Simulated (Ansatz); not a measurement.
System: PbSe (Cmcm, No. 63, 4 atoms in the cell; start mp-1063670; high-pressure phase). Method: r²SCAN (Ansatz, a first-principles code, plane waves, PAW).

Settings: plane-wave cutoff 500 eV, 10×10×10 k mesh, Fermi–Dirac smearing 0.05 eV, scalar-relativistic PAW data made under PBE.

Cell (relaxed at this level):

```cif
data_Pb2Se2
_chemical_formula_sum 'Pb2 Se2'
_space_group_name_H-M_alt 'P 1'
_space_group_IT_number 1
_cell_length_a 6.49616
_cell_length_b 6.49616
_cell_length_c 4.45053
_cell_angle_alpha 90.000
_cell_angle_beta 90.000
_cell_angle_gamma 141.225
loop_
_space_group_symop_operation_xyz
  'x, y, z'
loop_
_atom_site_label
_atom_site_type_symbol
_atom_site_fract_x
_atom_site_fract_y
_atom_site_fract_z
_atom_site_occupancy
Pb1 Pb 0.63142 0.36858 0.75000 1
Pb2 Pb 0.36858 0.63142 0.25000 1
Se1 Se 0.86052 0.13948 0.75000 1
Se2 Se 0.13948 0.86052 0.25000 1
```

Problem. Give the computed band gap.

Solution. 
- band gap: 1.25 eV (on the SCF k mesh)

Note: the relaxation could not lower the start's symmetry, so the cell can be a saddle point above a distorted one; the cell has widely spaced layers and the level no dispersion term, so their spacing and the moduli can rest on weak binding.

Spin–orbit coupling is not included; with these elements it can move the gap by several tenths of an eV or more.

The computed numbers hold no vibrational or temperature effects.

Cost on a shared machine: around 4 core-minutes (rough).

A start named mp-… is a Materials Project structure, which need not be a measured phase.
